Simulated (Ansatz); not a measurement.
The parent structure is ZnInGaO4 (space group R3m, No. 160; a = 3.3148 Å, c = 25.7511 Å (hexagonal axes)).

Structures relaxed with plane-wave PAW DFT at the PBEsol level (Ansatz, a program for electronic structure, 420 eV), no spin-orbit coupling.

Base:

Simulated powder pattern, Cu Kα1, λ = 1.54056 Å (kinematic, ideal powder, no thermal factors, no anomalous dispersion; the 10 strongest lines at most, above 2 %, up to 2θ = 90°):

```json
[
 {"2θ (°)": "20.68", "I/Imax (%)": "21", "hkl": "(006)"},
 {"2θ (°)": "31.23", "I/Imax (%)": "66", "hkl": "(009)"},
 {"2θ (°)": "31.33", "I/Imax (%)": "87", "hkl": "(101)"},
 {"2θ (°)": "34.17", "I/Imax (%)": "100", "hkl": "(104)"},
 {"2θ (°)": "35.78", "I/Imax (%)": "85", "hkl": "(015)"},
 {"2θ (°)": "42.14", "I/Imax (%)": "16", "hkl": "(018)"},
 {"2θ (°)": "47.39", "I/Imax (%)": "48", "hkl": "(1 0 10)"},
 {"2θ (°)": "55.39", "I/Imax (%)": "64", "hkl": "(110)"},
 {"2θ (°)": "59.65", "I/Imax (%)": "42", "hkl": "(0 1 14)"},
 {"2θ (°)": "64.97", "I/Imax (%)": "46", "hkl": "(119)"}
]
```

It is then changed as follows: Hg takes the place of Zn on all its sites; the structure is relaxed again.

**Question.** Predict the new powder pattern.

**Answer.** 
Simulated powder pattern, Cu Kα1, λ = 1.54056 Å (kinematic, ideal powder, no thermal factors, no anomalous dispersion; the 10 strongest lines at most, above 2 %, up to 2θ = 90°):

```tsv
2θ (°)	I/Imax (%)	hkl
9.54	40	(003)
28.91	69	(009)
30.84	60	(101)
31.35	38	(012)
33.33	100	(104)
34.74	84	(015)
45.06	32	(1 0 10)
54.52	51	(110)
56.03	30	(0 1 14)
62.88	47	(119)
```

The indices refer to each structure's own conventional cell; one index is shown for lines that coincide.

Stability against distortions was not tested. As relaxed here, InGaHgO4 is a hypothetical phase, not in the database extracts checked. All final runs are without spin polarisation.
